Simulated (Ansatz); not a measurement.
We consider PbSe (Cmcm, No. 63, 4 atoms in the cell; start mp-1063670; high-pressure phase), described by r²SCAN-D4 (plane waves, PAW; Ansatz, a quantum-chemistry and plane-wave program).

Run with plane-wave cutoff 500 eV, 10×10×10 k mesh, gaussian smearing 0.02 eV, scalar-relativistic PAW data made under PBE.

Cell (relaxed at this level):

PbSe is taken in the orthorhombic space group Cmcm (No. 63), Pearson symbol oS8. Cell: a = 4.2912 Å, b = 12.0985 Å, c = 4.4416 Å, α = 90.00°, β = 90.00°, γ = 90.00°. Pb on 4c is coordinated by 1 Se at 2.807 Å and 4 Se at 3.089 Å (square pyramidal). Se on 4c has 1 Pb at 2.807 Å and 4 Pb at 3.089 Å (square pyramidal). (Neighbours: up to the widest gap in distance over summed covalent radii, below 1.35, at either atom; cation-cation and far metal-metal contacts left out.)
(The calculation used a cell of 4 atoms; values per cell refer to that cell.)

### Question
Predict the band gap.

### Answer

- band gap = 1.23 eV (on the SCF k mesh)

Note: the relaxation could not lower the start's symmetry, so the cell can be a saddle point above a distorted one.

Spin–orbit coupling is not included; with these elements it can move the gap by several tenths of an eV or more.

The computed numbers hold no vibrational or temperature effects.

Computing time: roughly 5 core-minutes.

A start named mp-… is a Materials Project structure, which need not be a measured phase.
